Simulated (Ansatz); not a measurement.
System: LaBr₃ (P6₃/m, No. 176). Method: r²SCAN-D4 (Ansatz, a first-principles code, PAW).

Run with plane-wave cutoff 560 eV, 6×6×8 k mesh (along the axes of the cell as run), Fermi–Dirac smearing 0.01 eV, scalar-relativistic PAW data made under PBE.

Shape and atoms are relaxed at each volume.

The direct gap at Γ against volume; x = 100 ln(V/31.316 Å³). One gap is withheld.

```
V (Å³/atom)      x  gap (eV)
-----------  -----  --------
30.063       -4.08         ?
30.689       -2.02     3.629
31.316        0.00     3.596
31.942        1.98     3.560
32.568        3.92     3.523
```

**Question.** Fit a straight line to the rows shown, give the volume deformation potential and predict the withheld gap.

**Answer.** Means of the 4 rows: x̄ = 0.970, ȳ = 3.5770 eV. Σ(x − x̄)(y − ȳ) = -0.3504 and Σ(x − x̄)² = 19.604, so the slope is -0.0179 eV per unit of x, and dE_g/d ln V = -1.8 eV. At x = -4.08: 3.5770 + (-0.0179) × (-4.08 − (0.970)) = 3.667 eV. The run gives 3.658 eV, 0.009 eV below the line, as the curve bends the same way over all rows.

Measured, for comparison: band gap 5.9 eV (temperature not stated, no zero-point or thermal correction, literature value; as tabulated in Przystupa et al. (2023), doi:10.3390/ma16145085).

Spin–orbit coupling is not included.

Note: the bulk modulus comes from volumes at which shape and atoms were relaxed.
